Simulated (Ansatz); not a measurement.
```
CELL_PARAMETERS angstrom
      2.95160     0.00000     0.00000
      0.00000     2.95160     0.00000
      0.00000     0.00000     2.95160
ATOMIC_POSITIONS crystal
  V  0.50000 0.50000 0.51660
  Ru 0.00000 0.00000 0.00000
```
Moments meant for the start (each program seeds them in its own way; μB, in the order of the atoms V Ru): 2.0 0.0.

Computed with LDA (PW92), default PAW files made with PBE (plane waves; Ansatz, an electronic-structure program).

The set-up and first iterations of an Ansatz log for VRu (P4mm, 2 atoms in the cell):

```
WARN ansatz: RAYON_NUM_THREADS=1 ignored (pool sized by the plan → 1); use --threads N
Pseudopotentials: kind: paw
Pseudopotential: V, paw, valence charge 13
Pseudopotential: Ru, paw, valence charge 16
Crystal: 2 atoms, lattice volume = 25.714 Å³
Basis set: ecut = 420 eV, 485 PW (Γ)
Bands: 20, of which v1, the nominal top of the filled ones, is band 15 counted from 1 (14 counted from 0)
Symmetry: 8 space group operations
Space group: P4mm (ITA 99), of the structure as read, at distance tolerance 3.0e-5 Å
Magnetic group: BNS 99.163 (UNI 823), of the structure as read, at distance tolerance 3.0e-5 Å
k-points: 288 of 2744 (time reversal used)
PAW frozen core: V, regenerated for the run's functional, and the local potential with it
PAW frozen core: Ru, regenerated for the run's functional, and the local potential with it
Initial density: superposition of atomic densities (chi_scale 0.1, normalization cell)
Starting moments: Σ|m| = 2 μB on 1 of 2 sites
Initial wavefunctions: pseudopotential atomic-orbital guess
Eigensolver: davidson
Functional: x = slater, c = lda
SCF iter   1: F=—  HF=-8621.180668 eV  |F-HF|=—  |Δ(HF+E_count)|=         —  Δρ=1.36e-1 (↑1.36e-1 ↓9.66e-2)  dr2=4.69e0  dr2_m=2.15e0  M=0.188 μB ∫|m|=0.237 μB  β_m=0.30  ethr=3.10e-3  ⟨swp⟩=5.0  Hψ=43987  notcnv=0
Mixer restart at iter 1: flushing history
all-band conjugate gradients solve this SCF's bands
preconditioner: auto → none
SCF iter   2: F=—  HF=-8619.741552 eV  |F-HF|=—  |Δ(HF+E_count)|=    1.44e0  Δρ=8.57e-2 (↑8.57e-2 ↓6.42e-2)  dr2=1.83e0  dr2_m=9.10e-1  M=0.277 μB ∫|m|=0.324 μB  β_m=0.56  ethr=3.10e-3  ⟨swp⟩=2.6  Hψ=23990  notcnv=0  defer=598
SCF iter   3: F=—  HF=-8619.138858 eV  |F-HF|=—  |Δ(HF+E_count)|=   6.03e-1  Δρ=1.46e-2 (↑1.46e-2 ↓1.08e-2)  dr2=3.26e-2  dr2_m=2.89e-2  M=0.285 μB ∫|m|=0.315 μB  β_m=0.69  ethr=3.10e-3  ⟨swp⟩=2.0  Hψ=20613  notcnv=0  defer=598
SCF iter   4: F=—  HF=-8619.171149 eV  |F-HF|=—  |Δ(HF+E_count)|=   3.23e-2  Δρ=1.77e-2 (↑1.20e-2 ↓1.77e-2)  dr2=3.24e-1  dr2_m=4.16e-3  M=0.266 μB ∫|m|=0.290 μB  β_m=0.69  ethr=1.12e-4  ⟨swp⟩=2.2  Hψ=27204  notcnv=0  defer=522
SCF iter   5: F=—  HF=-8619.166605 eV  |F-HF|=—  |Δ(HF+E_count)|=   4.54e-3  Δρ=7.91e-3 (↑7.91e-3 ↓2.37e-3)  dr2=1.03e-2  dr2_m=5.33e-3  M=0.142 μB ∫|m|=0.156 μB  β_m=0.68  ethr=1.12e-4  ⟨swp⟩=2.9  Hψ=23537  notcnv=0  defer=522
   [... lines left out ...]
```

### Question
Will this run converge, and how will it end?

### Answer
The run converged, with 37 iterations in all over 2 SCF loops. Its thresholds were met; that alone does not show that basis and mesh suffice. It ends on: free energy E − TS (on the zero of these files) -8619.1647 eV; Fermi level (on the code's own zero) 21.67 eV; pressure -0.93 GPa; largest force (vector length) 0.032 eV/Å; size of the cell's spin moment 0.00 μB. The log goes on:

```
   [... 3 lines left out ...]
   [... lines left out ...]
SCF iter  12: F=—  HF=-8619.164681 eV  |F-HF|=—  |Δ(HF+E_count)|=   1.24e-8  Δρ=1.00e-5 (↑1.00e-5 ↓8.04e-6)  dr2=5.24e-9  dr2_m=1.85e-8  M=-0.000 μB ∫|m|=0.000 μB  β_m=0.89  ethr=3.42e-10  ⟨swp⟩=2.0  Hψ=15752  notcnv=0  defer=536
SCF iter  13: F=—  HF=-8619.164681 eV  |F-HF|=—  |Δ(HF+E_count)|=   2.23e-9  Δρ=2.01e-6 (↑3.76e-7 ↓2.01e-6)  dr2=1.59e-9  dr2_m=2.36e-10  M=-0.000 μB ∫|m|=0.000 μB  β_m=0.94  ethr=1.81e-11  ⟨swp⟩=2.1  Hψ=16534  notcnv=0  defer=536
SCF iter  14: F=-8619.164681 eV  HF=-8619.164681 eV  |F-HF|=1.56e-9  |Δ(HF+E_count)|=  2.91e-10  Δρ=1.37e-6 (↑1.37e-6 ↓7.08e-7)  dr2=1.70e-9  dr2_m=2.75e-11  M=-0.000 μB ∫|m|=0.000 μB  ethr=5.49e-12  ⟨swp⟩=4.3  Hψ=35983  notcnv=0
SCF 1 converged in 14 iterations: F = -8619.164681 eV  dr2 = 1.70e-9
Crystal: 2 atoms, lattice volume = 25.714 Å³
Starting moments: Σ|m| = 6 μB on 2 of 2 sites
SCF iter   1: F=—  HF=-8618.792414 eV  |F-HF|=—  |Δ(HF+E_count)|=         —  Δρ=2.28e-1 (↑2.28e-1 ↓1.57e-1)  dr2=1.26e1  dr2_m=7.06e0  M=1.606 μB ∫|m|=1.606 μB  β_m=0.30  ethr=3.10e-3  ⟨swp⟩=5.0  Hψ=42991  notcnv=0
preconditioner: auto → none
SCF iter   2: F=—  HF=-8618.395564 eV  |F-HF|=—  |Δ(HF+E_count)|=   3.97e-1  Δρ=1.77e-1 (↑1.77e-1 ↓1.14e-1)  dr2=1.73e0  dr2_m=4.70e0  M=1.067 μB ∫|m|=1.077 μB  β_m=0.30  ethr=3.10e-3  ⟨swp⟩=2.2  Hψ=23747  notcnv=0  defer=552
   [... lines left out ...]
spin-set hold released at iteration 7 (site moments contracting)
iter 21 did not close the SCF: its close was put off for a magnetic moment that had not settled (scf_convergence_deferred on its scf_iter line)
iter 22 did not close the SCF: its close was put off for a magnetic moment that had not settled (scf_convergence_deferred on its scf_iter line)
WARN: the starting moments were not kept: the SCF closed with an absolute magnetisation of 5.5e-5 μB, where they sum to 2 μB in size (1 site) …
Absolute magnetization: 0.0001 μB (∫|ρ↑−ρ↓|, with the PAW one-centre terms)
Free energy (F): -8619.164681 eV
Fermi energy:    21.669788 eV
   [... lines left out ...]
--- Forces (eV/Å), atoms counted from 1 ---
  atom   1  V      0.00000000     0.00000000    -0.03192505
  atom   2  Ru     0.00000000     0.00000000     0.03192184
--- Stress (GPa, compression-positive) ---
       -0.976355       0.000000       0.000000
        0.000000      -0.976355       0.000000
        0.000000       0.000000      -0.829450
  P = ⅓ Tr σ = -0.9274 GPa (-9.274 kbar)
  The stress holds the Pulay correction. Without it, at fixed plane waves, as pw.x and ABINIT print it: P = -0.9869 GPa
```

For comparison: a first run was changed to give this one (lattice scaled by 0.98; kpoints.mp_grid.grid: 11 11 11 → 14 14 14; scf.occupations.width: 0.1 eV → 0.05 eV), and from it to this one the free energy falls by 41.2 meV/atom, the pressure goes from -16.03 to -0.93 GPa and the largest force goes from 0.006 to 0.032 eV/Å.

The starting cell comes from a database of computed structures (which also holds hypothetical and non-ambient phases and stackings), without a prior relaxation at this level. Its lattice was rescaled by up to half a per cent. One atom was moved a little off its site on purpose. For this run, on top of that: lattice scaled by 0.98. The starting moments vanished: the run ended non-magnetic, which need not be the lowest state. The program warned that a starting moment was not kept. Ansatz's pressure includes its estimate of the finite-basis (Pulay) stress.

The run was DFT, LDA (PW92), plane waves, default PAW files made with PBE. Main settings of its input:

| setting | value |
|---|---|
| basis.ecutwfc | 420 eV |
| kpoints.mp_grid.grid | 14 14 14 |
| hamiltonian.xc | lda |
| hamiltonian.pseudopotentials | {kind: paw} (the program's default PAW files) |
| magnetization.spin_polarized | true |
| scf.occupations.method | gaussian |
| scf.occupations.width | 0.05 eV |

Keys are those of Ansatz 0.2.
